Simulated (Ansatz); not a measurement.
**SnO2, response to strain**

Consider SnO2 in the rutile structure (space group P4_2/mnm, No. 136; a = 4.7585 Å, c = 3.2001 Å). Axes: x, y, z lie along a, b, c of the conventional cell.

Strains are applied to the cell and any free atomic positions relax; under biaxial strain the out-of-plane vector relaxes too; under stress the whole cell relaxes.

All numbers come from r2SCAN (Ansatz, a first-principles code), without spin-orbit coupling, earlier PAW set.

Notes on the quantities. energy relative to the base: free energy F.

| case | energy relative to the base | space group | band gap | shortest interatomic distance |
|---|---|---|---|---|
| base | 0 meV/atom | P4_2/mnm (No. 136) | 1.79 eV | 2.059 Å |
| biaxial strain −4.06 %, plane normal [001], relaxed out of plane | – | P4_2/mnm (No. 136) | 2.23 eV | 1.984 Å |
| isotropic strain +0.67 % | +3.1 meV/atom | P4_2/mnm (No. 136) | 1.57 eV | 2.076 Å |
| uniaxial strain ε_xx = +1.63 % | +2.5 meV/atom | Pnnm (No. 58) | 1.64 eV | 2.071 Å |
| uniaxial strain ε_yy = +1.40 % | +1.8 meV/atom | Pnnm (No. 58) | 1.66 eV | 2.070 Å |
| uniaxial stress, 1 GPa compression along x | +0.3 meV/atom | Pnnm (No. 58) | 1.81 eV | 2.056 Å |
| uniaxial stress, 2 GPa compression along x | +1.2 meV/atom | Pnnm (No. 58) | 1.83 eV | 2.053 Å |
| uniaxial stress, 5 GPa tension along x | ? | Pnnm (No. 58) | ? | ? |

Q: What belongs in the blanks?

A: 
- uniaxial stress, 5 GPa tension along x, energy relative to the base: +6.9 meV/atom
- uniaxial stress, 5 GPa tension along x, band gap: 1.75 eV
- uniaxial stress, 5 GPa tension along x, shortest interatomic distance: 2.065 Å

Beyond what the load breaks, stability against distortions was not tested. The base started in Pnnm and relaxed to P4_2/mnm at this level.
